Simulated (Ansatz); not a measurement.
**WSe2, response to strain**

The reference is WSe2 (space group P6_3/mmc, No. 194; a = 3.2305 Å, c = 12.4111 Å; layered, stacked along the Cartesian z axis). Axes: x lies along a and z along c of the hexagonal cell.

Strains are applied to the cell and any free atomic positions relax.

Method: Ansatz (a quantum-chemistry and plane-wave program), PBEsol-D3(BJ), PAW, cutoff 420 eV, spin-orbit coupling left out.

Notes on the quantities. energy relative to the base: free energy F; pressure: mean of the normal stresses, compression positive.

```json
[
 {"case": "base", "largest internal atomic displacement": "–", "electron mass": "–", "smallest direct gap": "1.65 eV", "energy relative to the base": "0 meV/atom", "pressure": "0.00 GPa"},
 {"case": "tensor shear ε_xz = +0.33 %", "largest internal atomic displacement": "–", "electron mass": "0.42 mₑ along x, 0.47 mₑ along y, 0.33 mₑ along z (off the special points)", "smallest direct gap": "1.65 eV", "energy relative to the base": "+0.1 meV/atom", "pressure": "0.01 GPa"},
 {"case": "tensor shear ε_xz = +0.67 %", "largest internal atomic displacement": "0.020 Å", "electron mass": "0.42 mₑ along x, 0.47 mₑ along y, 0.33 mₑ along z (off the special points)", "smallest direct gap": "1.65 eV", "energy relative to the base": "+0.4 meV/atom", "pressure": "0.03 GPa"},
 {"case": "tensor shear ε_xz = +2.00 %", "largest internal atomic displacement": "0.065 Å", "electron mass": "0.43 mₑ along x, 0.48 mₑ along y, 0.34 mₑ along z (off the special points)", "smallest direct gap": "1.67 eV", "energy relative to the base": "+3.4 meV/atom", "pressure": "0.23 GPa"},
 {"case": "tensor shear ε_xz = +1.67 %", "largest internal atomic displacement": "0.053 Å", "electron mass": "0.42 mₑ along x, 0.47 mₑ along y, 0.34 mₑ along z (off the special points)", "smallest direct gap": "1.67 eV", "energy relative to the base": "+2.4 meV/atom", "pressure": "0.16 GPa"},
 {"case": "tensor shear ε_xz = +1.00 %", "largest internal atomic displacement": "___", "electron mass": "0.42 mₑ along x, 0.47 mₑ along y, 0.34 mₑ along z (off the special points)", "smallest direct gap": "1.66 eV", "energy relative to the base": "+0.9 meV/atom", "pressure": "0.05 GPa"},
 {"case": "tensor shear ε_xz = +1.33 %", "largest internal atomic displacement": "___", "electron mass": "0.42 mₑ along x, 0.47 mₑ along y, 0.34 mₑ along z (off the special points)", "smallest direct gap": "1.66 eV", "energy relative to the base": "+1.5 meV/atom", "pressure": "___"}
]
```

Q: Complete the table.

A: 
- tensor shear ε_xz = +1.00 %, largest internal atomic displacement: 0.032 Å
- tensor shear ε_xz = +1.33 %, largest internal atomic displacement: 0.041 Å
- tensor shear ε_xz = +1.33 %, pressure: 0.09 GPa

Spin-orbit coupling, missing from the scalar runs, can matter with W. Effective masses come from finite differences of ±0.01 Å⁻¹. No phonon test of stability was made. Labels are those of the standard path for the cell's own space group.
